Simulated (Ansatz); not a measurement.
Ansatz (a quantum-chemistry and plane-wave program) run on Cs2PdCl4 (P4mm, 7 atoms in the cell): self-consistent single point.

Method: LDA (PW92), default PAW files made with PBE (plane waves; Ansatz).

The change in words: lattice scaled by 0.98; kpoints.mp_grid.grid: 4 4 5 → 10 10 15. Reference geometry:
```
CELL_PARAMETERS angstrom
      7.53176     0.00000     0.00000
      0.00000     7.53176     0.00000
      0.00000     0.00000     4.68752
ATOMIC_POSITIONS crystal
  Cs 0.00000 0.50000 0.50000
  Cs 0.50000 0.00000 0.50000
  Pd 0.00000 0.00000 0.01067
  Cl 0.21866 0.21866 0.00000
  Cl 0.78134 0.78134 0.00000
  Cl 0.78134 0.21866 0.00000
  Cl 0.21866 0.78134 0.00000
```

Reference input (self-consistent single point, DFT, LDA (PW92), plane waves, default PAW files made with PBE): basis.ecutwfc = 420 eV; kpoints.mp_grid.grid = 4 4 5; hamiltonian.xc = lda; hamiltonian.pseudopotentials = {kind: paw} (the program's default PAW files); scf.occupations.method = fixed. This run's input differs from it in these lines:

Ansatz 0.2 input:
```diff
@@ -3,5 +3,5 @@
   lattice:
-    - [7.53175800, 0.00000000, 0.00000000]
-    - [0.00000000, 7.53175800, 0.00000000]
-    - [0.00000000, 0.00000000, 4.68752000]
+    - [7.38112300, 0.00000000, 0.00000000]
+    - [0.00000000, 7.38112300, 0.00000000]
+    - [0.00000000, 0.00000000, 4.59377000]
   atoms:
@@ -17,3 +17,3 @@
 kpoints:
-  mp_grid: { grid: [4, 4, 5] }
+  mp_grid: { grid: [10, 10, 15] }
 hamiltonian:
```

The program printed (abridged):

```
SCF iter   1: F=—  HF=-22040.460113 eV  |F-HF|=—  |Δ(HF+E_count)|=         —  Δρ=5.63e-3  dr2=7.16e-2  ethr=1.77e-3  ⟨swp⟩=4.8  Hψ=24274  notcnv=0  defer=752
all-band conjugate gradients solve this SCF's bands
preconditioner: auto → Resta (q_TF=auto, 2.174 Å⁻¹)
SCF iter   2: F=—  HF=-22040.440918 eV  |F-HF|=—  |Δ(HF+E_count)|=   1.92e-2  Δρ=2.70e-3  dr2=1.48e-2  ethr=1.12e-4  ⟨swp⟩=2.2  Hψ=12760  notcnv=0  defer=836
   [... lines left out ...]
SCF iter   5: F=—  HF=-22040.437136 eV  |F-HF|=—  |Δ(HF+E_count)|=   1.36e-4  Δρ=1.70e-4  dr2=1.06e-4  ethr=1.52e-6  ⟨swp⟩=2.0  Hψ=7192  notcnv=0  defer=776
SCF iter   6: F=—  HF=-22040.437140 eV  |F-HF|=—  |Δ(HF+E_count)|=   3.88e-6  Δρ=3.93e-5  dr2=5.34e-6  ethr=1.65e-7  ⟨swp⟩=2.0  Hψ=8436  notcnv=0  defer=623
SCF iter   7: F=—  HF=-22040.436963 eV  |F-HF|=—  |Δ(HF+E_count)|=   1.77e-4  Δρ=5.56e-6  dr2=2.35e-7  ethr=8.34e-9  ⟨swp⟩=2.0  Hψ=11612  notcnv=0  defer=537
SCF iter   8: F=-22040.436963 eV  HF=-22040.436963 eV  |F-HF|=1.60e-8  |Δ(HF+E_count)|=   1.21e-7  Δρ=1.65e-6  dr2=2.23e-8  ethr=1.56e-10  ⟨swp⟩=15.3  Hψ=38505  notcnv=0
SCF 1 converged in 8 iterations: F = -22040.436963 eV  dr2 = 2.23e-8
Free energy (F): -22040.436963 eV
Internal energy: -22040.436963 eV  (E = F + TS)
E sigma→0 (E₀):  -22040.436963 eV
Fermi energy:    2.342977 eV
--- Forces (eV/Å), atoms counted from 1 ---
  atom   1  Cs     0.00000000     0.00000000    -0.00125737
  atom   2  Cs     0.00000000     0.00000000    -0.00125737
  atom   3  Pd     0.00000000     0.00000000    -0.23267525
  atom   4  Cl    -0.03686410    -0.03686410     0.05879779
  atom   5  Cl     0.03686410     0.03686410     0.05879779
  atom   6  Cl     0.03686410    -0.03686410     0.05879779
  atom   7  Cl    -0.03686410     0.03686410     0.05879779
--- Stress (GPa, compression-positive) ---
       -1.032973       0.000000      -0.000000
        0.000000      -1.032973       0.000000
       -0.000000       0.000000      -1.034024
  P = ⅓ Tr σ = -1.0333 GPa (-10.333 kbar)
  The stress holds the Pulay correction. Without it, at fixed plane waves, as pw.x and ABINIT print it: P = -1.0388 GPa
```

The run converged in 8 iterations. Against the reference run the free energy falls by 24.6 meV/atom, the pressure goes from -2.41 to -1.03 GPa, the largest force goes from 0.542 to 0.233 eV/Å and the gap on the mesh goes from 1.607 to 1.755 eV.

The starting cell comes from a database of computed structures (which also holds hypothetical and non-ambient phases and stackings), without a prior relaxation at this level. Its lattice was rescaled by up to half a per cent. One atom was moved a little off its site on purpose. For this run, on top of that: lattice scaled by 0.98. Ansatz's pressure includes its estimate of the finite-basis (Pulay) stress.

Cost on one core of a shared machine: roughly 2 min.
